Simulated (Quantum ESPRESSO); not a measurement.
Density of states of a sheet of Ta₂N (3 atoms in the cell).

```yaml
crystal:
  lattice:
    - [2.92924, 0.00000, 0.00000]
    - [-1.46462, 2.53680, 0.00000]
    - [0.00000, 0.00000, 16.35107]
  atoms:
    - { symbol: N, position: [0.00000, 0.00000, 0.50000] }
    - { symbol: Ta, position: [0.33333, 0.66667, 0.57189] }
    - { symbol: Ta, position: [0.66667, 0.33333, 0.42811] }
```

Computed with LDA (PZ), GBRV 1.5 ultrasoft (LDA) pseudopotentials (plane waves; Quantum ESPRESSO 7.5).

SCF settings: ecutwfc = 40 Ry; ecutrho = 320 Ry; occupations = smearing; smearing = fd; degauss = 0.0073499 Ry; potentials = {N: n_lda_v1.2.uspp.F.UPF, Ta: ta_lda_v1.uspp.F.UPF}; K_POINTS = automatic 10 10 1 0 0 0; conv_thr = 1e-11 Ry; mixing_beta = 0.3. Keys of the DOS step: nscf.calculation = nscf; nscf.verbosity = high; nscf.occupations = tetrahedra_opt; nscf.nbnd = 23; nscf.startingwfc = random; nscf.diago_thr_init = 1e-06; nscf.diagonalization = cg; nscf.K_POINTS = automatic 20 20 1 0 0 0; dos.x.fildos = dos.dat; dos.x.Emin = -15 eV; dos.x.Emax = 30 eV; dos.x.DeltaE = 0.1 eV.

The starting cell was generated: these elements placed on a structure prototype, without a prior relaxation; it need not be a known phase or ordering of this composition. Its lattice was rescaled in the plane by a random factor within 2.5 % of one. Spin-orbit coupling is off. Spin polarisation is off; with an odd number of electrons in the cell that forces a metal, and a magnetic state may lie lower.

Total DOS (both spins), as means of the tabulated values in each energy bin; the zero is the program's Fermi level or highest filled level, and the curve is cut to this window:

```
E (eV) | states/eV/cell
    -7.80 | ######## 1.84
    -7.40 | ############# 3.03
    -7.00 | ############################## 7.14
    -6.60 |  0.00
    -6.20 |  0.00
    -5.80 |  0.00
    -5.40 |  0.00
    -5.00 |  0.00
    -4.60 |  0.00
    -4.20 | ### 0.70
    -3.80 | ### 0.75
    -3.40 | ### 0.82
    -3.00 | ##### 1.16
    -2.60 | #### 1.04
    -2.20 | ## 0.49
    -1.80 | ######## 2.01
    -1.40 | ############# 3.10
    -1.00 | ############### 3.48
    -0.60 | ########## 2.29
    -0.20 | ########## 2.43
     0.20 | ######### 2.03
     0.60 | ###### 1.36
     1.00 | ####### 1.58
     1.40 | ##### 1.25
     1.80 | ###### 1.52
     2.20 | #################### 4.80
     2.60 | ###### 1.50
```

Around zero the curve holds about 2.1 states/eV/cell.
